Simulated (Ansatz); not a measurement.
The parent structure is MgTe in the wurtzite structure (space group P6_3mc, No. 186).

```xyz
4
Lattice="4.5609 0.0000 0.0000 -2.2805 3.9499 0.0000 0.0000 0.0000 7.4130" Properties=species:S:1:pos:R:3 pbc="T T T"
Mg     2.2805     1.3166     0.0073
Mg     0.0000     2.6333     3.7138
Te     2.2805     1.3166     4.6273
Te     0.0000     2.6333     0.9208
```

Cartesian axes are those of the cell as printed.

Calculations: DFT with PBEsol, PAW potentials and a 420 eV plane-wave cutoff in Ansatz (an electronic-structure program), no SOC.

Base values:

Band gap: 2.39 eV

One thing is altered: uniaxial stress, 3 GPa tension along z, with the cell and atoms free to relax against it.

Question: Estimate the effect on the band gap.

Answer: The band gap shrinks by 0.43 eV to 1.96 eV.

Question: What happens to the strain response?

Answer: The strain response (xx, yy, zz) amounts to (−1.95, −1.95, +6.80) %.

With Te present, leaving out spin-orbit coupling can change the band edges. Beyond what the load breaks, stability against distortions was not tested.
